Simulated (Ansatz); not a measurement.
## What isotropic strain −1.00 % does to GaSb

Base system: GaSb in the zinc blende structure (space group F-43m, No. 216; a = 6.132 Å).

The change: every lattice vector is shortened by 1.00 %; the atoms relax in the strained cell.

The values are results of r2SCAN (Ansatz, a program for electronic structure; PAW; 500 eV plane waves; no SOC), not measurements. Settings: 13×13×13 k-points, 0.05 eV Fermi–Dirac smearing.

The volume per atom falls by 0.86 Å³, from 28.83 Å³ to 27.97 Å³ and the space group is still F-43m (No. 216). The shortest interatomic distance falls by 0.0266 Å, from 2.655 Å to 2.629 Å and the energy goes up by 4.5 meV/atom. The band gap goes up by 0.23 eV, from 0.41 eV to 0.64 eV and the gap character stays direct at Γ. The mean gap deformation potential ΔEg/Δln V is -7.6 eV and the electron mass goes from 0.023 mₑ (at Γ) to 0.034 mₑ (at Γ). The valley order (the lowest conduction-band minima on the path, energy above the VBM, named in the base's zone) becomes Γ 0.64 eV; L along ⟨111⟩ 0.75 eV; a point along ⟨100⟩, about 0.9 Å⁻¹ from Γ 1.06 eV (base: Γ 0.41 eV; L along ⟨111⟩ 0.68 eV; a point along ⟨100⟩, about 0.9 Å⁻¹ from Γ 1.10 eV).

Final structure:

```
GaSb
1.0
    0.00000     3.03552     3.03552
    3.03552     0.00000     3.03552
    3.03552     3.03552     0.00000
Ga Sb
1 1
Direct
  0.00000   0.00000   0.00000
  0.25000   0.25000   0.25000
```

Spin-orbit coupling, missing from the scalar runs, can matter with Sb. Effective masses come from finite differences of ±0.01 Å⁻¹. No phonon test of stability was made.
